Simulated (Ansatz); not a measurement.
The cell is built on a prototype and need not be the phase stable at ambient conditions.

By PBEsol, the system below comes out a metal.

A figure of merit of an interconnect metal is its ballistic conductance per area.

Input:

```yaml
crystal:
  lattice:
    - [2.68263, 0.00000, 0.00000]
    - [0.00000, 3.79381, 0.00000]
    - [0.00000, 1.89690, 1.89690]
  atoms:
    - { symbol: Rh, position: [0.00000, 0.00000, 0.00000] }
    - { symbol: B, position: [0.50000, 0.50000, 0.00000] }
```

Space group of this cell: Pm-3m, CsCl type. The cell was relaxed by PBE-D3(BJ); by PBEsol its mean pressure is -0.8 GPa.

The current flows along the normal of the first two printed cell vectors. No spin-orbit coupling; the value is a mean over 0.1 eV about the Fermi level.

**Question.** Compute, with PBEsol in Ansatz (a quantum-chemistry and plane-wave program), the ballistic conductance per area.

**Answer.** 0.50 × 10¹⁵ S/m² for both spins.
